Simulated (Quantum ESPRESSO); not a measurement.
Input and output of a self-consistent single point for YB₄ (P4/mbm, 20 atoms in the cell) (Quantum ESPRESSO).

Level of theory: LDA (PZ), GBRV 1.5 ultrasoft (LDA) pseudopotentials (plane waves; Quantum ESPRESSO 7.5).

```
CELL_PARAMETERS angstrom
      7.02242     0.00000     0.00000
      0.00000     7.02242     0.00000
      0.00000     0.00000     3.97274
ATOMIC_POSITIONS crystal
  Y  0.68230 0.18230 0.00000
  Y  0.31770 0.81770 0.00000
  Y  0.81770 0.68230 0.00000
  Y  0.18230 0.31770 0.00000
  B  0.46170 0.32422 0.50000
  B  0.53830 0.67578 0.50000
  B  0.67578 0.46170 0.50000
  B  0.32422 0.53830 0.50000
  B  0.96170 0.17578 0.50000
  B  0.03830 0.82422 0.50000
  B  0.17578 0.03830 0.50000
  B  0.82422 0.96170 0.50000
  B  0.00000 0.00000 0.20303
  B  0.00000 0.00000 0.79697
  B  0.50000 0.50000 0.79697
  B  0.50000 0.50000 0.20303
  B  0.08717 0.58717 0.50000
  B  0.91283 0.41283 0.50000
  B  0.41283 0.08717 0.50000
  B  0.58717 0.91283 0.50000
```

Reference input (self-consistent single point, DFT, LDA (PZ), plane waves, GBRV 1.5 ultrasoft (LDA) pseudopotentials): ecutwfc = 40 Ry; ecutrho = 320 Ry; occupations = smearing; smearing = mp; degauss = 0.0147 Ry; potentials = {Y: y_lda_v1.4.uspp.F.UPF, B: b_lda_v1.4.uspp.F.UPF}; K_POINTS = automatic 4 4 7 0 0 0; conv_thr = 1e-10 Ry. This run's input differs from it in these lines:

```diff
@@ -48,3 +48,3 @@
 K_POINTS {automatic}
-4 4 7  0 0 0
+3 3 6  0 0 0
```

Output (repeated stretches shortened):

```
     Self-consistent Calculation

     iteration #  1     ecut=    40.00 Ry     beta= 0.70

     total energy              =    -473.07506151 Ry
     estimated scf accuracy    <       2.99408884 Ry

     iteration #  2     ecut=    40.00 Ry     beta= 0.70

     total energy              =    -473.74608764 Ry
     estimated scf accuracy    <       2.39130754 Ry

     iteration #  3     ecut=    40.00 Ry     beta= 0.70

     total energy              =    -474.30370770 Ry
     estimated scf accuracy    <       0.04102752 Ry

   [... 10 blocks of this kind left out ...]

     iteration # 14     ecut=    40.00 Ry     beta= 0.70

     total energy              =    -474.33989206 Ry
     estimated scf accuracy    <          1.2E-10 Ry

     iteration # 15     ecut=    40.00 Ry     beta= 0.70
     End of self-consistent calculation

     the Fermi energy is    12.3324 ev

!    total energy              =    -474.33989206 Ry
     estimated scf accuracy    <          1.1E-12 Ry
     smearing contrib. (-TS)   =      -0.00062364 Ry
     internal energy E=F+TS    =    -474.33926842 Ry

     convergence has been achieved in  15 iterations

     Forces acting on atoms (cartesian axes, Ry/au):

     atom    1 type  1   force =     0.00096598    0.00096598    0.00000000
     atom    2 type  1   force =    -0.00096598   -0.00096598   -0.00000000
     atom    3 type  1   force =    -0.00096598    0.00096598   -0.00000000
     atom    4 type  1   force =     0.00096598   -0.00096598    0.00000000
     atom    5 type  2   force =    -0.00190781   -0.00321636   -0.00000000
   [... lines left out ...]

     Total force =     0.015928     Total SCF correction =     0.000002

          total   stress  (Ry/bohr**3)                   (kbar)     P=      -10.22
  -0.00005662   0.00000000   0.00000000           -8.33        0.00        0.00
   0.00000000  -0.00005662   0.00000000            0.00       -8.33        0.00
   0.00000000   0.00000000  -0.00009510            0.00        0.00      -13.99

   JOB DONE.
```

The run converged in 15 iterations. Against the reference run the free energy goes up by 2.7 meV/atom, the pressure hardly changes (-1.05 to -1.02 GPa) and the largest force goes from 0.080 to 0.116 eV/Å.

The starting cell comes from a database of computed structures (which also holds hypothetical and non-ambient phases and stackings), without a prior relaxation at this level. Its lattice was rescaled by a random factor within 2.5 % of one.

Cost on one core of a shared machine: roughly 2 min.
